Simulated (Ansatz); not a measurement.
Base system: Sn4Pd (space group Ccce, No. 68; a = 6.443 Å, b = 11.422 Å, c = 6.398 Å). Axes: x, y, z lie along a, b, c of the conventional cell.

Computed with PBEsol (Ansatz, a quantum-chemistry and plane-wave program; PAW; 420 eV plane waves; no spin-orbit coupling).

For the base:

| Item | Result |
|---|---|
| Pressure | 0.0 GPa |
| Shortest interatomic distance | 2.779 Å |

Perturbation: the cell is compressed by 2.81 % along z with no lateral relaxation; the atoms relax in the strained cell.

Problem. What happens to the largest internal atomic displacement, pressure, energy relative to the base and shortest interatomic distance?

Solution. The largest internal atomic displacement comes out as 0.022 Å; the pressure (mean of the normal stresses, compression positive) goes from zero to 2.1 GPa; the energy grows by 6.6 meV/atom; the shortest interatomic distance falls by 0.029 Å, from 2.779 Å to 2.750 Å.

Without a gap, meshes like the base's 8×8×8 leave anisotropic stresses uncertain by several tenths of a GPa, and small strain energies with them. Whether these cells are dynamically stable was not tested. All final runs are without spin polarisation.
